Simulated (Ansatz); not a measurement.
Input and output of a zone-centre phonon calculation for BaSn3Pd (I4mm, 5 atoms in the cell) (Ansatz, a first-principles code).

Method: LDA (PW92), PAW files made with PBE (plane waves; Ansatz).

```yaml
crystal:
  lattice:
    - [-2.46837, 2.46837, 5.63511]
    - [2.46837, -2.46837, 5.63511]
    - [2.46837, 2.46837, -5.63511]
  atoms:
    - { symbol: Ba, position: [0.99999, 0.99999, 0.00000] }
    - { symbol: Sn, position: [0.24954, 0.74954, 0.50000] }
    - { symbol: Sn, position: [0.74954, 0.24954, 0.50000] }
    - { symbol: Sn, position: [0.41256, 0.41256, 0.00000] }
    - { symbol: Pd, position: [0.65038, 0.65038, 0.00000] }
```

Reference input (self-consistent single point, DFT, LDA (PW92), plane waves, PAW files made with PBE): basis.ecutwfc = 420 eV; kpoints.mp_grid.grid = 5 5 5; hamiltonian.xc = lda; hamiltonian.pseudopotentials = {kind: paw} (the program's default PAW files); scf.occupations.method = fermi_dirac; scf.occupations.width = 0.05 eV. This run's input differs from it in these lines:

```diff
@@ -21,6 +21,4 @@
   occupations: { method: fermi_dirac, width: 0.05 }
-output:
-  forces: true
-  eigenvalues: true
-  stress: true
+phonons:
+  method: dfpt
```

Output (repeated stretches shortened):

```
SCF iter   1: F=—  HF=-30284.168667 eV  |F-HF|=—  |Δ(HF+E_count)|=         —  Δρ=2.85e-1  dr2=2.47e2  ethr=3.10e-3  ⟨swp⟩=13.2  Hψ=6543  notcnv=0
all-band conjugate gradients solve this SCF's bands
preconditioner: auto → Kerker (q_TF=auto, 2.438 Å⁻¹)
SCF iter   2: F=—  HF=-30269.042578 eV  |F-HF|=—  |Δ(HF+E_count)|=    1.51e1  Δρ=8.56e-2  dr2=2.31e1  ethr=3.10e-3  ⟨swp⟩=5.4  Hψ=3153  notcnv=0  defer=1
   [... lines left out ...]
SCF iter  12: F=—  HF=-30266.571320 eV  |F-HF|=—  |Δ(HF+E_count)|=   4.24e-9  Δρ=8.90e-7  dr2=1.89e-9  ethr=3.71e-11  ⟨swp⟩=2.0  Hψ=1615  notcnv=0  defer=31
SCF iter  13: F=—  HF=-30266.571320 eV  |F-HF|=—  |Δ(HF+E_count)|=  2.76e-10  Δρ=3.65e-7  dr2=2.72e-10  ethr=2.71e-12  ⟨swp⟩=2.0  Hψ=1915  notcnv=0  defer=31
SCF iter  14: F=—  HF=-30266.571320 eV  |F-HF|=—  |Δ(HF+E_count)|=  8.73e-11  Δρ=1.17e-7  dr2=3.28e-11  ethr=1.00e-12  ⟨swp⟩=2.0  Hψ=1553  notcnv=0  defer=31
SCF iter  15: F=-30266.571320 eV  HF=-30266.571320 eV  |F-HF|=1.09e-11  |Δ(HF+E_count)|=    0.00e0  Δρ=3.95e-8  dr2=3.54e-12  ethr=1.00e-12  ⟨swp⟩=15.5  Hψ=6753  notcnv=0
SCF 1 converged in 15 iterations: F = -30266.571320 eV  dr2 = 3.54e-12
DFPT response loops at Γ: preconditioner auto → Kerker (q_TF=auto, 2.438 Å⁻¹) (partly filled bands, converged f_vac=0.000) …
phonon interpolation: 8 periodic images of 4 blocks of the force constants (a block to an ordered pair of atoms and a translation) lie up to 7.63e-3 Å farther …
Free energy (F): -30266.571320 eV
Internal energy: -30266.548257 eV  (E = F + TS)
E sigma→0 (E₀):  -30266.559789 eV
Entropy (-TS):   -0.023063 eV (-4.613 meV/atom)
Fermi energy:    11.010587 eV
   [... lines left out ...]
  ASR residual: 1.979e-4 → 0.000e0 eV/Å²; symmetrization residual: 1.753e-5 eV/Å²
  ASR residual per site (eV/Å²): 4.69e-5 5.74e-5 5.74e-5 1.19e-5 1.98e-4
  Γ frequencies (cm⁻¹): 0.00 0.00 0.00 62.25 62.25 72.52 79.54 79.54 99.26 106.47 106.47 134.21 151.27 154.36 154.36
  non-analytic LO–TO correction: not included (Born effective charges unavailable; polar crystals: no LO–TO splitting at Γ)
```

The run converged in 15 iterations. 

Summary of the result:
- Free energy E − TS (on the zero of these files): -30266.5713 eV
- Fermi level (on the code's own zero): 11.01 eV
- Zone-centre frequencies (cm⁻¹; negative means imaginary): 0, 0, 0, 62, 62, 73, 80, 80, 99, 106, 106, 134, 151, 154, 154

The starting cell comes from a database of computed structures (which also holds hypothetical and non-ambient phases and stackings), without a prior relaxation at this level. Spin polarisation is off.

Cost on one core of a shared machine: roughly 2 min.

Keys are those of Ansatz 0.2.
